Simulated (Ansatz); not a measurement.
Input:

```
CELL_PARAMETERS angstrom
      0.00000     2.39375     2.39375
      2.51375     0.00000     2.39375
      2.51375     2.39375     0.00000
ATOMIC_POSITIONS crystal
  S  0.25000 0.25000 0.25000
  Be 0.00000 0.00000 0.00000
```

No spin polarisation.

Level of theory: PBEsol (Ansatz, a first-principles code, PAW, no SOC). Γ-centred 12×12×12 mesh, Fermi–Dirac width 0.05 eV.

Question: Estimate the electron mass.

Answer: 0.77 mₑ along k, 0.29 mₑ across (at X).

Question: What band gap does the calculation give?

Answer: 2.73 eV.

Question: What gap character does the calculation give?

Answer: Indirect, Γ → X.

Question: Estimate the space group.

Answer: I-4m2 (No. 119).

Load acts through the strain it causes; cell and atoms are relaxed under it. Masses are band curvatures over ±0.01 Å⁻¹ around the edge. Along k means along the line from Γ to the band edge. Beyond what the load breaks, stability against distortions was not tested. The cell was made from BeS in the zinc blende structure (space group F-43m, No. 216) by this change: uniaxial stress, 5 GPa tension along x.
